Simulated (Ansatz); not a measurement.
Ta_Si in metastable 2H silicon carbide: one set of geometries, relaxed with PBE, evaluated in Ansatz (PAW, plane waves to 420 eV, 500 eV under r2SCAN) with PBE, r2SCAN.

Set-up: 96-site cell; 2×2×2 shifted k-points; start: the Si site; charged states image-corrected; no spin–orbit coupling; finite-size errors of tenths of an eV; flagged in the runs: a host whose relaxation on this sampling wasn't shown to rest.

```csv
quantity,PBE,r2SCAN
host gap (eV),2.31,2.68
ε(+1/0) above the VBM (eV),1.84,2.04
"neutral formation energy against silicon, bcc Ta (eV)",3.28,3.15
largest moment on one atom at charge 0 (μB),0.24,0.27
```

PBE narrows the gap by 0.37 eV against r2SCAN, the highest level run, and puts the levels 0.20 eV lower above the valence-band maximum on average.

Ansatz is a first-principles code.
